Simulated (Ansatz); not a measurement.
For Pd in the fcc (Cu type) structure at 825 K, the quasi-harmonic free energy with Ansatz (a quantum-chemistry and plane-wave program), PBEsol functional, plane-wave PAW gives a volume expansion coefficient α_V = 43.14 × 10⁻⁶ K⁻¹, an isothermal bulk modulus B_T = 167.9 GPa, a molar volume V_m = 9.042 cm³/mol and C_V = 27.87 J/(mol K). 

Question: Work out the Grüneisen parameter, C_P and the adiabatic bulk modulus.

Answer: γ = α_V B_T V_m / C_V = 2.35. C_P − C_V = α_V² B_T V_m T = 2.33 J/(mol K), so C_P = 30.20 J/(mol K). B_S = B_T C_P/C_V = B_T (1 + α_V γ T) = 181.9 GPa.
